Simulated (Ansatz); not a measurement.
Base system: TiAl₃ (space group I4/mmm, No. 139; relaxed with 0.1 eV smearing).

```
CELL_PARAMETERS angstrom
     -1.92415     1.92415     4.30642
      1.92415    -1.92415     4.30642
      1.92415     1.92415    -4.30642
ATOMIC_POSITIONS crystal
  Al 0.50000 0.50000 0.00000
  Al 0.75000 0.25000 0.50000
  Al 0.25000 0.75000 0.50000
  Ti 0.00000 0.00000 0.00000
```

Cartesian axes are those of the cell as printed.

The values are results of PBE (Ansatz, an electronic-structure program, PAW, no spin-orbit coupling), not measurements.

For the base:

Shortest interatomic distance: 272.1 pm
Pressure: 0.0 GPa

Now apply this change: biaxial strain +4.20 %, plane normal [001], relaxed out of plane (Cartesian); in-plane vectors clamped, the third vector and the atoms free.

Question: What does the calculation give for the energy relative to the base, shortest interatomic distance, out-of-plane strain and pressure after the change?

Answer: The energy grows by 40 meV/atom; the shortest interatomic distance goes up by 11.4 pm, from 272.1 pm to 283.5 pm; the out-of-plane strain comes out as -1.88 %; the pressure (mean of the normal stresses, compression positive) goes from zero to -5.8 GPa.

Whether these cells are dynamically stable was not tested. The final runs are not spin-polarised.
